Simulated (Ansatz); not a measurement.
Gap of a one-dimensional LiCl body, 8 atoms a period at several levels, all on one geometry.

```
CELL_PARAMETERS angstrom
     13.50000     0.00000     0.00000
      0.00000    13.50000     0.00000
      0.00000     0.00000     4.65697
ATOMIC_POSITIONS crystal
  Li 0.42091 0.42091 0.00000
  Cl 0.39912 0.39912 0.50000
  Cl 0.39912 0.60088 0.00000
  Li 0.42091 0.57909 0.50000
  Cl 0.60088 0.39912 0.00000
  Li 0.57909 0.42091 0.50000
  Li 0.57909 0.57909 0.00000
  Cl 0.60088 0.60088 0.50000
```

Levels: PBE (plane waves to 420 eV, PAW; Ansatz, a first-principles code); r2SCAN (plane waves to 500 eV, PAW; Ansatz); HSE06 in Ansatz. Unmarked values and the geometry are of the first. Mesh 1×1×62. No spin polarisation. It repeats along c; a and b span vacuum. A hypothetical model. Only distortions within the start's symmetry and period were free. HSE06 ran on a 1×1×4 mesh and at PBE's edge points.

```csv
level,gap (eV)
PBE,6.00
r2SCAN,6.87
HSE06,?
```

Problem. Fill in the missing entries.

Solution. 
- HSE06, gap (eV): 7.20
